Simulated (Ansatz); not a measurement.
Cost and result by functional for the adsorption energy of OH on the 1x1 (10-10) surface of wurtzite AlN (cut with top plane Al + N), one in a 2x1 cell, started at the site 'top Al', in Ansatz (plane waves, PAW). Single points on the PBE structure, on one kind of machine; costs are rough ratios of the slab run's core time (references not counted) to the cheapest single point. r2SCAN's cost holds its higher cutoff (500 against 420 eV). Differences are taken against r2SCAN for comparison alone: no measured value is at hand, so the table doesn't rank accuracy. The points keep PBE's geometry, so the relaxation of a polaron and the settling of charge on one site are left out.

Host crystal: wurtzite AlN, with a band gap (PBE, scalar-relativistic without spin-orbit coupling).

Set-up: 34 atoms, 8.9 Å thick at the start under the adsorbate (thin: gaps and levels are the slab's own); mesh 3x4x1; 0.01 eV smearing; dipole correction on; 16 atoms held, the rest relaxed; no symmetry held; spin-polarised, ending with about 1.0 μB a cell; orders that need a larger cell were not tried, no spin-orbit, no U, no dispersion correction. At the end it is bonded to Al. In PBE it is, or lies within 0.03 eV of, the lowest of the starts that converged. These notes are the PBE run's. RPBE: The program's check for a lower electronic state was not made. r2SCAN: The program's check for a lower electronic state was not made. Adsorption energies are against H2O(g) − ½ H2(g). A negative adsorption energy means that the adsorbate is more stable on the surface than in its reference.

```
functional                     relative cost  adsorption energy (eV)  less r2SCAN (eV)
-----------------------------  -------------  ----------------------  ----------------
RPBE                                       1                   -0.19              0.39
r2SCAN                                     2                   -0.58              0.00
PBE (the relaxed run's value)              –                   -0.22              0.36
```

The values span 0.39 eV, while the single points' costs differ by a factor of roughly 2. Differences are of unrounded values.

Ansatz is an electronic-structure program.
